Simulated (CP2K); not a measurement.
Band structure of CdSe (P6_3mc, 8 atoms in the cell).

```xyz
8
Lattice="4.4068 0.0000 0.0000 -2.2034 3.8164 0.0000 0.0000 0.0000 14.4267" Properties=species:S:1:pos:R:3 pbc="T T T"
Cd     0.0000     0.0000     0.0000
Cd     0.0000     0.0000     7.2133
Cd     2.2034     1.2721    10.8226
Cd     0.0000     2.5443     3.6093
Se     0.0000     0.0000    11.7168
Se     0.0000     0.0000     4.5034
Se     2.2034     1.2721     8.1264
Se     0.0000     2.5443     0.9131
```

Level of theory: PBE, GPW, TZVP-MOLOPT-SR-GTH basis, GTH-PBE potentials (GTH_POTENTIALS) in CP2K 2026.2.

Settings: CUTOFF = 500 Ry; REL_CUTOFF = 50 Ry; SMEAR/METHOD = FERMI_DIRAC; ELECTRONIC_TEMPERATURE = 1160.45 K; KPOINTS/SCHEME = MONKHORST-PACK 4 4 1; GAMMA_CENTERED = T; XC_FUNCTIONAL = PBE; Cd/BASIS_SET = TZVP-MOLOPT-SR-GTH-q12; Cd/POTENTIAL = GTH-PBE-q12; Se/BASIS_SET = TZVP-MOLOPT-SR-GTH-q6; Se/POTENTIAL = GTH-PBE-q6; METHOD = GPW; EPS_DEFAULT = 1e-11; EXTRAPOLATION = USE_GUESS.

The starting cell was generated: these elements placed on a structure prototype, without a prior relaxation; it need not be a known phase or ordering of this composition. Its lattice was rescaled by a random factor within 2.5 % of one. Values carry the incompleteness of an atom-centred basis.

Q: Predict the gap along the standard path and the places of the band edges.

A: The gap along the path is 0.45 eV, direct at Γ to within 0.01 eV.

Levels in eV from the top of the valence band on the SCF mesh, bands 33 to 37:
```json
[
 {"point": "Γ", "33": "-0.34", "34": "-0.03", "35": "0.00", "36": "0.00", "37": "0.45"},
 {"point": "M", "33": "-1.18", "34": "-1.16", "35": "-0.82", "36": "-0.66", "37": "2.46"},
 {"point": "K", "33": "-1.67", "34": "-1.28", "35": "-1.28", "36": "-1.00", "37": "3.59"},
 {"point": "A", "33": "-0.11", "34": "-0.11", "35": "-0.11", "36": "-0.11", "37": "1.48"},
 {"point": "L", "33": "-1.11", "34": "-1.11", "35": "-0.82", "36": "-0.82", "37": "2.85"},
 {"point": "H", "33": "-1.33", "34": "-1.33", "35": "-1.18", "36": "-1.18", "37": "3.88"}
]
```

Higher empty bands are left out: an atom-centred basis made for the valence describes them poorly.
